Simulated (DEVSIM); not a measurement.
**Schottky contact on n-type InP**

Structure: Schottky contact on n-type InP, at 300 K.

| layer (left to right) | material | thickness (μm) | Nd (cm⁻³) | τn (s) | τp (s) |
|---|---|---|---|---|---|
| 1 | InP | 11.0 | 3.1e15 | 8.2e-8 | 8.2e-8 |

Left contact: Schottky, work function 5.36 eV, emission velocity 3.8e6 cm/s. Right contact: ohmic. Voltage is applied to the left contact. Recombination: SRH at mid-gap. Mobility is constant in doping.

This is a model device: material constants are rounded textbook-type values typed into the input, and sizes, dopings and lifetimes were drawn at random. Values at 300 K.

| parameter | InP |
|---|---|
| gap (eV) | 1.344 |
| affinity (eV) | 4.38 |
| permittivity | 12.5 |
| Nc (cm⁻³) | 5.7e17 |
| Nv (cm⁻³) | 1.1e19 |
| μn (cm²/Vs) | 5200 |
| μp (cm²/Vs) | 170 |

DEVSIM, 1D drift-diffusion, Boltzmann statistics, complete ionisation; no tunnelling, impact ionisation, image-force lowering or self-heating. Metal contacts follow the ideal Schottky-Mott rule: no Fermi-level pinning, no interface dipoles.

- Potential step across the device at zero bias: 0.845 V
- Largest field in the device at zero bias: 27000 V/cm
- Dark forward voltage at 1 A/cm²: 0.652 V
- Dark forward voltage at 100 A/cm²: 0.817 V

Dark reverse current:

| V (V) | J (A/cm²) |
|---|---|
| -0.10 | -9.0e-11 |
| -0.25 | -1.7e-10 |
| -0.50 | -2.8e-10 |
| -0.75 | -3.8e-10 |
| -1.00 | -4.7e-10 |
| -1.50 | -6.3e-10 |
| -2.00 | -7.7e-10 |
| -2.50 | -9.0e-10 |
| -3.25 | -1.1e-9 |
| -4.00 | -1.2e-9 |
| -5.00 | -1.4e-9 |

Dark forward current:

(V (V), J (A/cm²)): (0.05, 1.6e-10); (0.10, 8.7e-10); (0.15, 4.8e-9); (0.25, 1.9e-7); (0.30, 1.3e-6); (0.35, 8.8e-6); (0.40, 6.0e-5); (0.50, 0.0029); (0.55, 0.020); (0.60, 0.14); (0.65, 0.92); (0.70, 5.8); (0.80, 79); (0.85, 160); (0.90, 250); (0.95, 340); (1.05, 550); (1.10, 660); (1.15, 770); (1.20, 880); (1.25, 990); (1.35, 1200); (1.40, 1300); (1.45, 1400); (1.50, 1600); (1.60, 1800); (1.65, 1900); (1.70, 2000)
